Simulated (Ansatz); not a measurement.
Levels about the gap of amorphous La₁₂Si₁₂O₄₂ (66 atoms in a cell of 992 Å³, 4.48 g/cm³; zone centre alone, so wide bands show as single levels with stretches between that a denser mesh fills), at the geometry that PBE relaxed, where it gives 0.0 GPa on a denser mesh. Exact exchange is cut at the faces of this small cell, which leaves a finite-size error. The participation number counts the atoms over which a state spreads; weights are charges in smoothed Voronoi cells. The levels come from a single point, so bond lengths are those of that geometry. Method of the levels: HSE06, scalar-relativistic without spin-orbit coupling (Ansatz, a program for electronic structure). Sampling: the zone centre alone; Fermi-Dirac width 0.02 eV; no spin polarisation. At PBE the levels at the filled edge of the gap are localised (band-tail or defect states).

It comes from a melt-quench run on a machine-learned potential (CHGNet), relaxed afterwards by DFT. O atoms were pushed apart under 1.9 Å during the dynamics, to hinder bonds among them. The hot cell started wider than the set density and was brought back towards it in steps. It is the lowest in DFT energy of 2 quenches. It is a model cell: composition and starting density were chosen by hand, and all elements were melted together. No dispersion term was used. Its density started from a set value of 4.40 and ended at 4.48 g/cm³. The simulated quench (nominally 280 K/ps over its main leg) is rapid and tends to freeze in more defects than a deposited or slowly cooled glass has. A cell of this size samples the disorder only roughly. The volume was free in the relaxation, at fixed shape. Stress components on the final sampling reach 1.4 GPa.

| E - E(highest filled), eV | filling | participation number | largest on | weight O | weight La | weight Si |
|---|---|---|---|---|---|---|
| -0.43 | filled | 11.5 | O, 3 neighbours | 0.92 | 0.06 | 0.02 |
| -0.37 | filled | 12.3 | O, 3 neighbours | 0.91 | 0.07 | 0.02 |
| -0.31 | filled | 10.6 | O, 3 neighbours | 0.92 | 0.07 | 0.01 |
| -0.27 | filled | 11.8 | O, 3 neighbours | 0.90 | 0.09 | 0.01 |
| -0.23 | filled | 12.7 | O, 3 neighbours | 0.92 | 0.07 | 0.01 |
| -0.07 | filled | 7.8 | O, 3 neighbours | 0.94 | 0.04 | 0.01 |
| 0.00 | filled | 5.0 | O, 3 neighbours | 0.91 | 0.08 | 0.01 |
| 5.80 | empty | 46.7 | La, 6 neighbours | 0.63 | 0.30 | 0.07 |
| 6.23 | empty | 14.8 | La, 7 neighbours | 0.41 | 0.57 | 0.02 |
| 6.33 | empty | 13.5 | La, 7 neighbours | 0.39 | 0.59 | 0.02 |
| 6.43 | empty | 11.5 | La, 6 neighbours | 0.42 | 0.56 | 0.03 |
| 6.47 | empty | 17.5 | La, 6 neighbours | 0.41 | 0.57 | 0.02 |
| 6.62 | empty | 21.7 | La, 7 neighbours | 0.37 | 0.60 | 0.03 |
| 6.66 | empty | 12.4 | La, 6 neighbours | 0.39 | 0.58 | 0.03 |

Most localised among these is the filled level at +0.00 eV, on a O atom, which has 3 neighbours (La 2.17 Å, La 2.22 Å, La 2.34 Å).
